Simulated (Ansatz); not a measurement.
Input:

```
CuCl
1.0
    0.00000     2.64485     2.64485
    2.64485     0.00000     2.64485
    2.64485     2.64485     0.00000
Cu Cl
1 1
Direct
  0.00000   0.00000   0.00000
  0.25000   0.25000   0.25000
```

No spin polarisation.

0.185 electrons added to each cell, a density of 5.0×10^21 cm⁻³, with a uniform compensating background at fixed cell and a 300 K Fermi–Dirac width.

Computed with PBEsol/PAW in Ansatz (an electronic-structure program), no spin-orbit coupling. Settings: 25×25×25 k-points, 0.0259 eV Fermi–Dirac smearing.

**Question.** Predict the gap between the host's bands.

**Answer.** 0.46 eV.

**Question.** What is the computed Fermi level relative to the doped band's edge (positive inside the band; to 0.05 eV)?

**Answer.** +2.00 eV.

**Question.** Predict the gap character.

**Answer.** Direct at Γ.

Charged cell with a jellium background: band edges are those of the host's band count, energies are not comparable with the neutral cell, and many-body gap narrowing is missing. Stability against distortions was not tested. No Hubbard U is applied. All final runs are without spin polarisation. The cell was made from CuCl in the zinc blende structure (space group F-43m, No. 216) by this change: electrons 5.0×10^21 cm⁻³.
